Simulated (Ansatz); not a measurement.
# InPd, pressure series

The parent structure is InPd in the CsCl type structure (space group Pm-3m, No. 221; a = 3.247 Å).

Cell and atoms are relaxed at each pressure.

Calculations: Ansatz (a first-principles code) PBEsol, without spin-orbit coupling.

```tsv
pressure (GPa)	volume per atom (Å³/atom)
-2	17.380
-1	17.245
0	17.116
0.3	17.079
0.7	?
1.5	16.936
3	16.765
5	16.556
10	16.095
```

Q: Fit the third-order Birch–Murnaghan form P(V) = (3B₀/2)[(V₀/V)^(7/3) − (V₀/V)^(5/3)]·[1 + (3/4)(B₀′ − 4)((V₀/V)^(2/3) − 1)] (squares taken in P) to the rows shown and predict the withheld row.

A: Least squares on the printed values gives V₀ = 17.116 Å³/atom, B₀ = 137 GPa, B₀′ = 5.6; this predicts 17.030 Å³/atom, and the run gives 17.030 Å³/atom, in agreement.

Load acts through the strain it causes; cell and atoms are relaxed under it. Stability against distortions was not tested. Competing high-pressure phases were not computed. All final runs are without spin polarisation.
